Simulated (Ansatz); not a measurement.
This Ansatz (a first-principles code) input is the reference run, GaN in the wurtzite structure (space group P6_3mc, No. 186), computed with DFT with PBE, PAW potentials and a 420 eV plane-wave cutoff in Ansatz, no SOC:

Ansatz 0.2 input:
```yaml
crystal:
  lattice:
    - [3.2183683989, 0, 0]
    - [-1.6091841994, 2.7871887922, 0]
    - [0, 0, 5.2431974389]
  atoms:
    - { symbol: Ga, position: [0.3333333333, 0.6666666667, 0.0001355771] }
    - { symbol: Ga, position: [0.6666666667, 0.3333333333, 0.5001355771] }
    - { symbol: N, position: [0.3333333333, 0.6666666667, 0.3768644229] }
    - { symbol: N, position: [0.6666666667, 0.3333333333, 0.8768644229] }
basis: { ecutwfc: 420, ecutrho_ratio: 4, xc_grid: 2, fft_grid_basis: typed }
kpoints: { mp_grid: { grid: [12, 12, 6] } }
hamiltonian:
  xc: pbe
  dispersion: none
  pseudopotentials: { kind: paw }
scf: { occupations: { method: fermi_dirac, width: 0.05 }, convergence: { dr2_threshold: 0.0000000004 } }
output: { forces: true, stress: true }
checkpoint: { write: state.ck, write_every: 1000 }
```

Task: Write the input for this change: biaxial strain −1.20 %, plane normal [001], relaxed out of plane (Cartesian); in-plane vectors clamped, the third vector and the atoms free.

Result: 
Ansatz 0.2 input:
```yaml
crystal:
  lattice:
    - [3.1797479781, 0, 0]
    - [1.5898739891, 2.7537425267, 0]
    - [0, 0, 5.2746566235]
  atoms:
    - { symbol: Ga, position: [0.3333333333, 0.3333333333, 0.0001355771] }
    - { symbol: Ga, position: [0.6666666667, 0.6666666667, 0.5001355771] }
    - { symbol: N, position: [0.3333333333, 0.3333333333, 0.3768644229] }
    - { symbol: N, position: [0.6666666667, 0.6666666667, 0.8768644229] }
basis: { ecutwfc: 420, ecutrho_ratio: 4, xc_grid: 2, fft_grid_basis: typed }
kpoints: { mp_grid: { grid: [12, 12, 6] } }
hamiltonian:
  xc: pbe
  dispersion: none
  pseudopotentials: { kind: paw }
scf: { occupations: { method: fermi_dirac, width: 0.05 } }
relax: { f_tol: 0.005, max_steps: 50, cell: { stress_tol: 0.01, fix: [a, b, gamma] } }
output: { forces: true, stress: true }
checkpoint: { write: state.ck, write_every: 1000 }
```
This is the input that was run; other choices of cell and start would serve too.

No phonon test of stability was made.
